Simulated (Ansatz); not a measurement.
A computed series for GaP: response to strain

Base system: GaP in the zinc blende structure (space group F-43m, No. 216; a = 5.4513 Å). Axes: x, y, z lie along the cube axes.

Strains are applied to the cell and any free atomic positions relax; under biaxial strain the out-of-plane vector relaxes too.

The values are results of Ansatz (an electronic-structure program) r2SCAN, without spin-orbit coupling, not measurements.

```tsv
change	band gap	shortest interatomic distance	out-of-plane strain
base	1.85 eV	2.360 Å	–
biaxial strain −2.50 %, plane normal [111], relaxed out of plane	1.58 eV	2.323 Å	+1.11 %
biaxial strain −2.08 %, plane normal [111], relaxed out of plane	1.64 eV	2.329 Å	+0.92 %
biaxial strain −1.67 %, plane normal [111], relaxed out of plane	1.69 eV	2.335 Å	+0.73 %
biaxial strain −1.25 %, plane normal [111], relaxed out of plane	1.74 eV	2.341 Å	+0.54 %
biaxial strain −0.83 %, plane normal [111], relaxed out of plane	1.78 eV	2.347 Å	+0.36 %
biaxial strain −0.42 %, plane normal [111], relaxed out of plane	1.82 eV	2.354 Å	+0.18 %
```

No phonon test of stability was made.
